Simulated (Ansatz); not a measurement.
Mo under a change: pressure 75 GPa

The reference is Mo in the bcc (W type) structure (space group Im-3m, No. 229; a = 3.1608 Å).

One thing is altered: cell and atoms relaxed at a pressure of 75 GPa.

Computed with plane-wave PAW DFT at the PBE level (Ansatz, a first-principles code, 420 eV), scalar-relativistic without spin-orbit coupling, earlier PAW set. Settings: 21×21×21 k-points, 0.05 eV Fermi–Dirac smearing.

The volume per atom falls by 2.78 Å³ to 13.01 Å³ and the lattice parameter a decreases by 0.197 Å (3.161 Å → 2.964 Å). The shortest interatomic distance shrinks by 0.171 Å to 2.566 Å and the band gap stays zero.

Cost of the whole job for the changed cell (relaxation, final SCF and bands): very roughly 9 core-seconds.

Load acts through the strain it causes; cell and atoms are relaxed under it. Whether these cells are dynamically stable was not tested. Competing high-pressure phases were not computed. All final runs are without spin polarisation.
